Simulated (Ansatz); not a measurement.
Defects in monoclinic ZrO2: interstitial Zr, charge +4; interstitial O, charge -2; interstitial Y, charge +3; Zr vacancy, charge -4; interstitial Ag, charge +1. These are PBE, PAW (plane waves to 420 eV; Ansatz, a program for electronic structure) values and carry that method's errors.

Barriers are those of the lowest checked hop between equivalent sites, from the lowest site run (climbing-image NEB, static, fixed cells, no finite-size terms; on the finer meshes named, energies are single points at the band's geometries). One hop need not carry long-range diffusion, and untried routes could be lower. Saddle orders were checked for a part of the study's bands only and are not shown. Vacancies start on their lattice site; split forms were not set up. Charge states are imposed.

Task: For which of them does this lowest hop between equivalent sites lie under 1.5 eV?

Result: interstitial Zr, charge +4 (0.63 eV); interstitial O, charge -2 (0.22 eV); interstitial Y, charge +3 (0.58 eV); interstitial Ag, charge +1 (0.29 eV). The rest lie higher: Zr vacancy, charge -4 (1.98 eV).
